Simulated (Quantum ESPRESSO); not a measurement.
Input and output of a self-consistent single point for FeCo (Pm-3m, 2 atoms in the cell) (Quantum ESPRESSO).

Method of the run: PBE, PSlibrary ultrasoft (PBE) pseudopotentials (plane waves; Quantum ESPRESSO).

```xyz
2
Lattice="2.7729 0.0000 0.0000 0.0000 2.7729 0.0000 0.0000 0.0000 2.7729" Properties=species:S:1:pos:R:3 pbc="T T T"
Fe     0.0000     0.0000     0.0000
Co     1.3864     1.3864     1.3864
```
Moments meant for the start (each program seeds them in its own way; μB, in the order of the atoms Fe Co): 4.0 3.0.

Reference input (self-consistent single point, DFT, PBE, plane waves, PSlibrary ultrasoft (PBE) pseudopotentials): ecutwfc = 55 Ry; ecutrho = 330 Ry; occupations = smearing; smearing = fd; degauss = 0.0073499 Ry; nspin = 2; potentials = {Fe: Fe.pbe-n-rrkjus_psl.1.0.0.UPF, Co: Co.pbe-n-rrkjus_psl.1.0.0.UPF}; K_POINTS = automatic 12 12 12 0 0 0; conv_thr = 1e-10 Ry; mixing_beta = 0.2. This run's input differs from it in these lines:

```diff
@@ -32,3 +32,3 @@
 K_POINTS {automatic}
-12 12 12  0 0 0
+10 10 10  1 1 1
 CELL_PARAMETERS {angstrom}
```

Output, abridged:

```
     Self-consistent Calculation

     iteration #  1     ecut=    55.00 Ry     beta= 0.20

     total energy              =    -137.02696115 Ry
     estimated scf accuracy    <       1.08301366 Ry

     total magnetization       =     4.55 Bohr mag/cell
     absolute magnetization    =     4.55 Bohr mag/cell

     iteration #  2     ecut=    55.00 Ry     beta= 0.20

     total energy              =    -137.03754183 Ry
     estimated scf accuracy    <       5.94260493 Ry

     total magnetization       =     4.35 Bohr mag/cell
     absolute magnetization    =     4.35 Bohr mag/cell

     iteration #  3     ecut=    55.00 Ry     beta= 0.20

   [... lines left out ...]
     absolute magnetization    =     4.63 Bohr mag/cell

   [... 24 blocks of this kind left out ...]

     iteration # 28     ecut=    55.00 Ry     beta= 0.20

     total energy              =    -137.38439369 Ry
     estimated scf accuracy    <          1.3E-10 Ry

     total magnetization       =     4.38 Bohr mag/cell
     absolute magnetization    =     4.62 Bohr mag/cell

     iteration # 29     ecut=    55.00 Ry     beta= 0.20

     Magnetic moment per site  (integrated on atomic sphere of radius R)
     atom   1 (R=0.357)  charge=  6.3403  magn=  2.6620
     atom   2 (R=0.357)  charge=  7.4892  magn=  1.8083
     End of self-consistent calculation

     the Fermi energy is    14.8113 ev

!    total energy              =    -137.38439369 Ry
     estimated scf accuracy    <          5.3E-12 Ry
     smearing contrib. (-TS)   =      -0.00367811 Ry
     internal energy E=F+TS    =    -137.38071558 Ry

     total magnetization       =     4.38 Bohr mag/cell
     absolute magnetization    =     4.62 Bohr mag/cell

     convergence has been achieved in  29 iterations

     Forces acting on atoms (cartesian axes, Ry/au):

     atom    1 type  1   force =     0.00000000    0.00000000    0.00000000
     atom    2 type  2   force =     0.00000000    0.00000000    0.00000000

     Total force =     0.000000     Total SCF correction =     0.000000

          total   stress  (Ry/bohr**3)                   (kbar)     P=      172.40
   0.00117197   0.00000000   0.00000000          172.40        0.00        0.00
   0.00000000   0.00117197   0.00000000            0.00      172.40        0.00
   0.00000000   0.00000000   0.00117197            0.00        0.00      172.40

   JOB DONE.
```

The run converged in 29 iterations. Against the reference run the free energy falls by 1.3 meV/atom, the pressure goes from 17.72 to 17.24 GPa and the size of the net moment moves little (2.21 to 2.19 μB/atom).

The starting cell comes from a database of computed structures (which also holds hypothetical and non-ambient phases and stackings), without a prior relaxation at this level. Its lattice was rescaled by a random factor within 2.5 % of one. The magnetic order is the one reached from the typed start; others were not searched systematically.
